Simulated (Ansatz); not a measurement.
```xyz
8
Lattice="-2.6587 2.6587 5.2018 2.6587 -2.6587 5.2018 2.6587 2.6587 -5.2018" Properties=species:S:1:pos:R:3 pbc="T T T"
Cu     0.0000     0.0000     0.0000
Cu     0.0000     2.6587     2.6009
Zn     2.6587     0.0000     2.6009
Sn     0.0000     0.0000     5.2018
S      1.4346    -1.3871     6.5611
S      1.2716     1.2241    -1.3593
S      1.2241     4.0458     1.3593
S      1.3871     1.4346     3.8425
```

No spin polarisation.

Method: Kohn–Sham DFT with the LDA functional, run in Ansatz (a program for electronic structure) with PAW and 420 eV plane waves, without spin-orbit coupling. k-mesh 9×9×9 (Γ-centred); smearing 0.05 eV (Fermi–Dirac).

What is the computed band gap?

0.17 eV.

What is the computed gap character?

Direct at Γ.

What is the computed valence-band top at Γ (three highest levels, from the VBM)?

0.00, -0.10, -0.10 eV.

Estimate the stress (xx, yy, zz, yz, xz, xy; compression positive).

(1.81, 1.81, 2.68, 0.00, 0.00, 0.00) GPa.

The cells carry an imposed strain or load. Stability against distortions was not tested. All final runs are without spin polarisation. The cell was made from ZnCu$_{2}$SnS$_{4}$ (space group I-4, No. 82) by this change: uniaxial strain ε_zz = −2.25 %. A zero or small gap of ZnCu2SnS4 can be the functional's error rather than a property of the material.
